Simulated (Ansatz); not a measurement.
The parent structure is Cr in the bcc (W type) structure (space group Im-3m, No. 229; non-magnetic).

Space group Im-3m (No. 229); a = b = c = 2.8479 Å, α = β = γ = 90.00°

```
atom  site  symmetry       x       y       z
----  ----  --------  ------  ------  ------
Cr      2a      m-3m  0.0000  0.0000  0.0000
```
(The calculation used a cell of 1 atom; values per cell refer to that cell.)

Levels (all Ansatz, a quantum-chemistry and plane-wave program, PAW): PBE (420 eV, without spin-orbit coupling); r2SCAN (500 eV, no SOC).

Levels that relaxed their own cell: PBE and r2SCAN.

```csv
level,lattice parameter a
PBE,2.848 Å
r2SCAN,2.829 Å
```

Measured: lattice parameter a 2.877 Å (static lattice; corrected from measurement; as listed in H. Levämäki et al., Physical Review B (2014)).

Computed minus measured — lattice parameter a: PBE -1.0 %, r2SCAN -1.7 % (closest: PBE).

Whether these cells are dynamically stable was not tested. Starting moments died away, wholly or in part, for Mo → Cr; another magnetic solution may exist. All final runs are without spin polarisation. Real Cr is antiferromagnetic at low temperature and ambient pressure, an order that this cell doesn't hold.
